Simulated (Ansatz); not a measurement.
The reference is Sn in the diamond structure (space group Fd-3m, No. 227; a = 6.5665 Å).

Calculations: r2SCAN in Ansatz (plane waves to 500 eV, PAW, spin-orbit coupling left out).

For the base:

The band gap is zero, the gap character is absent and the volume per atom comes out as 35.39 Å³.

The change: a hydrostatic pressure of 30 GPa.

Task: How does this affect the band gap, gap character, hole mass and volume per atom?

Result: The band gap goes from zero to 0.23 eV; the gap character changes from absent to indirect, Γ → Γ–X (79 % along); the hole mass (degenerate bands, along [100]) amounts to 0.074, 0.13, 0.13 mₑ (at Γ); the volume per atom falls by 9.77 Å³ to 25.62 Å³.

Load acts through the strain it causes; cell and atoms are relaxed under it. Masses are band curvatures over ±0.01 Å⁻¹ around the edge. Whether these cells are dynamically stable was not tested. Tetrahedral semiconductors of this kind turn to denser phases somewhere between about 1 and 50 GPa; those were not computed, so compressed cells here can lie past the real transition. The zero or small gap of Sn can change with the level of theory.

Ansatz is a quantum-chemistry and plane-wave program.
